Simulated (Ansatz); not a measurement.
# TiAl3 under a change: pressure 0.3 GPa

Start from TiAl$_{3}$ (space group I4/mmm, No. 139; a = 3.846 Å, c = 8.620 Å).

The change: a hydrostatic pressure of 0.3 GPa.

The values are results of Ansatz (an electronic-structure program) PBE, no SOC, not measurements. k-mesh 17×17×17 (Γ-centred); smearing 0.05 eV (Fermi–Dirac).

```csv
quantity,base,changed,shift
volume per atom,15.94 Å³,15.89 Å³,-0.045 Å³
density,3.36 g/cm³,3.36 g/cm³,+0.009 g/cm³
c/a ratio,2.241,2.241,0.000
shortest interatomic distance,2.719 Å,2.717 Å,-0.002 Å
enthalpy H = E + PV relative to the base's energy,–,+0.03 eV/atom,–
band gap,zero,zero,–
```

Load acts through the strain it causes; cell and atoms are relaxed under it. No phonon test of stability was made. The final runs are not spin-polarised.
